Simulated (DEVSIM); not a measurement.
Device: abrupt Si n-p junction, at 300 K.

| layer (left to right) | material | thickness (μm) | Nd (cm⁻³) | Na (cm⁻³) | τn (s) | τp (s) |
|---|---|---|---|---|---|---|
| 1 | Si | 28.0 | 1.2e18 | - | 2.4e-7 | 2.4e-7 |
| 2 | Si | 150 | - | 7e15 | 2.4e-7 | 2.4e-7 |

Left contact: ohmic. Right contact: ohmic. Voltage is applied to the left contact. Recombination: SRH at mid-gap, radiative. Mobility is μmin + (μ − μmin)/(1 + (N/Nref)^α).

Constants are typed, rounded textbook-type inputs, not results; the design itself was drawn at random and stands for no fabricated device. Values at 300 K.

| parameter | Si |
|---|---|
| gap (eV) | 1.124 |
| affinity (eV) | 4.05 |
| permittivity | 11.7 |
| Nc (cm⁻³) | 2.86e19 |
| Nv (cm⁻³) | 3.1e19 |
| μn (cm²/Vs) | 1417 |
| μp (cm²/Vs) | 470 |
| μn,min | 52 |
| μp,min | 45 |
| Nref,n | 9.7e16 |
| Nref,p | 2.2e17 |
| αn | 0.68 |
| αp | 0.72 |
| B (cm³/s) | 4.7e-15 |

DEVSIM, 1D drift-diffusion, Boltzmann statistics, complete ionisation; no tunnelling, impact ionisation, image-force lowering or self-heating.

The doping Nd of layer 1 was swept, all else fixed.

```csv
doping Nd of layer 1 (cm^-3),potential step across the device at zero bias (V),largest field in the device at zero bias (V/cm)
3.6e16,0.734,35000
1.2e17,0.765,39000
3.6e17,0.794,47000
1.2e18,0.825,…
3.6e18,0.853,110000
1.2e19,0.884,200000
```

Problem. Some entries are withheld; supply them.

Solution. 
- 1.2e18, largest field in the device at zero bias (V/cm): 68000
